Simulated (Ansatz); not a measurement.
The parent structure is CdI2 in the CdI2 type structure (space group P-3m1, No. 164; a = 4.2422 Å, c = 6.8225 Å; layered, stacked along the Cartesian z axis).

The values are results of PBE-D3(BJ) (Ansatz, an electronic-structure program; PAW; 420 eV plane waves; without spin-orbit coupling), not measurements.

Strains are applied to the cell and any free atomic positions relax.

One change was made to it. Results:

```csv
quantity,base,after
energy relative to the base (free energy F),0 meV/atom,+10 meV/atom
band gap,2.30 eV,2.37 eV
smallest direct gap,2.57 eV,2.42 eV
gap character,"indirect, k = (0, 0.111, -0.200) in the run's primitive reciprocal basis → k = (0, 0.444, 0.400) in the run's primitive reciprocal basis","indirect, k = (0, 0.111, -0.200) in the run's primitive reciprocal basis → Γ"
largest internal atomic displacement,–,0.075 Å
```

Task: Which change produced these results?
(A) isotropic strain −3.00 %
(B) isotropic strain +3.00 %
(C) isotropic strain +1.00 %
(D) isotropic strain +0.50 %
(E) isotropic strain +2.50 %

Result: E, isotropic strain +2.50 %. For comparison, the energy relative to the base in the other runs: isotropic strain +3.00 % gives +15 meV/atom; isotropic strain +0.50 % gives +0.5 meV/atom; isotropic strain +1.00 % gives +1.8 meV/atom; isotropic strain −3.00 % gives +20 meV/atom.

Spin-orbit coupling, missing from the scalar runs, can matter with I. Semilocal Kohn–Sham gaps tend to fall short of experiment. Whether these cells are dynamically stable was not tested.
